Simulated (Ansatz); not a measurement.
By PBEsol, the system below comes out a metal.

Consider the following.

```yaml
crystal:
  lattice:
    - [2.74324, 0.00000, 0.00000]
    - [-0.91441, 2.58635, 0.00000]
    - [0.91441, 1.29318, 2.23985]
  atoms:
    - { symbol: Mo, position: [0.00000, 0.00000, 0.00000] }
```

Space group of this cell: Im-3m, bcc (W type). The cell is taken as given; by PBEsol its mean pressure is -9.4 GPa.

These are PBEsol (plane waves, PAW; Ansatz, an electronic-structure program) values and carry that method's errors.

The current runs along the normal of the first two printed vectors; no spin-orbit coupling. Scaled by the factor s: both lengths across the current (ions clamped). Meshes 26×26×26 and 36×36 across the current in all rows.

| s | mean pressure (GPa) | ballistic conductance per area (both spins) (× 10¹⁵ S/m²) |
|---|---|---|
| 0.98 | 1.3 | 1.27 |
| 1.00 | -9.4 | 1.19 |
| 1.02 | -18.0 | ? |

### Question
Take the slope of the ballistic conductance per area (both spins) against ln s from the two given rows, extrapolate to s = 1.02, and say what the run there gives.

### Answer
Slope = (1.27 − 1.19) / ln 0.98 = -3.96 × 10¹⁵ S/m². The line gives 1.19 + (-3.96) × ln 1.02 = 1.11 × 10¹⁵ S/m². The run gives 1.11 × 10¹⁵ S/m², as the line does.
